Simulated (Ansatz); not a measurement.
# How the enthalpy of formation of CuI (model structure, within 0.1 Å of P6₂22, No. 180, 6 atoms in the cell) moves with the method

No measured value is used here.

```json
[
 {"level (code)": "PBE (Ansatz)", "value (eV/atom)": "…"},
 {"level (code)": "PBEsol (Ansatz)", "value (eV/atom)": "-0.012"},
 {"level (code)": "PBE-D3(BJ) (Ansatz)", "value (eV/atom)": "0.030"}
]
```

Question: Fill in the missing entries.

Answer: 
- PBE (Ansatz, a quantum-chemistry and plane-wave program), value (eV/atom): -0.023

Density-functional levels without +SOC have no spin–orbit coupling, which shifts binding energies of heavy elements. Each level is taken at its own relaxed cell. Ansatz's density-functional and Hartree–Fock values are scalar-relativistic unless marked +SOC, with PAW data made under PBE.

A model structure was made by putting elements into a prototype or built by hand; it is no filed structure, need not be a known phase, and can be a saddle point held by its symmetry.
